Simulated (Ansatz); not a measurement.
End structure of a constructed model of the (110) surface of bcc W, p(2x2) surface alloy, Ag on one W site of the top plane (bottom of the slab: a bare face, its two planes held):

```xyz
24
Lattice="5.5154 0.0000 0.0000 -1.8385 5.1999 0.0000 0.0000 0.0000 27.5000" Properties=species:S:1:pos:R:3 pbc="T T T"
W      0.9192     1.3000     8.1337
W      0.0000     3.8999     8.1337
W      3.6769     1.3000     8.1337
W      2.7577     3.8999     8.1337
W      1.8385     2.6000    10.3853
W      2.7577     0.0000    10.3853
W     -0.9192     2.6000    10.3853
W      0.0000     0.0000    10.3853
W      2.7566     3.8984    12.6407
W      3.6831     1.2956    12.6371
W     -0.0062     3.9043    12.6371
W      0.9203     1.3015    12.6407
W      0.0000     0.0000    14.9101
W     -0.9192     2.6000    14.8766
W      2.7577     0.0000    14.8766
W      1.8385     2.6000    14.8721
W      0.9184     1.2988    17.1566
W      0.0320     3.8773    17.1378
W      3.6449     1.3226    17.1378
W      2.7585     3.9011    17.1566
Ag     1.8385     2.6000    19.8374
W      2.7577     0.0000    19.2244
W     -0.9192     2.6000    19.2244
W      0.0000     0.0000    19.2996
```

Model: 24-atom slab, 11.2 Å thick at the start, 7x7x1 mesh, Fermi-Dirac 0.1 eV, dipole correction, 8 atoms held, the rest relaxed; start symmetry kept, larger cells not searched; no spin, no spin-orbit, no U. It is one candidate, not shown to be the stable structure of the face.

Task: What is the computed work function of the top face (PBE run with Ansatz, a quantum-chemistry and plane-wave program)?

Result: 4.82 eV
